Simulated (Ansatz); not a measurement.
## Response to strain and stress in SnO2

Start from SnO$_{2}$ in the rutile structure (space group P4_2/mnm, No. 136).

```xyz
6
Lattice="4.7585 0.0000 0.0000 0.0000 4.7585 0.0000 0.0000 0.0000 3.2001" Properties=species:S:1:pos:R:3 pbc="T T T"
Sn     0.0000     0.0000     0.0000
Sn     2.3793     2.3793     1.6001
O      1.4556     1.4556     0.0000
O      3.8349     0.9236     1.6001
O      0.9236     3.8349     1.6001
O      3.3029     3.3029     0.0000
```

Cartesian axes are those of the cell as printed.

Strains are applied to the cell and any free atomic positions relax; under biaxial strain the out-of-plane vector relaxes too; under stress the whole cell relaxes.

The values are results of r2SCAN (Ansatz, an electronic-structure program), scalar-relativistic without spin-orbit coupling, earlier PAW set, not measurements.

Candidates:
(a) uniaxial stress, 0.5 GPa compression along z
(b) biaxial strain −2.95 %, plane normal [001], relaxed out of plane
(c) biaxial strain −2.02 %, plane normal [001], relaxed out of plane

Before the change:

```
Property   Result
--------  -------
Band gap  1.79 eV
```

Question: Order them by band gap, highest first.

Answer: (b) biaxial strain −2.95 %, plane normal [001], relaxed out of plane (2.11 eV), (c) biaxial strain −2.02 %, plane normal [001], relaxed out of plane (2.01 eV), (a) uniaxial stress, 0.5 GPa compression along z (1.80 eV)

Beyond what the load breaks, stability against distortions was not tested.
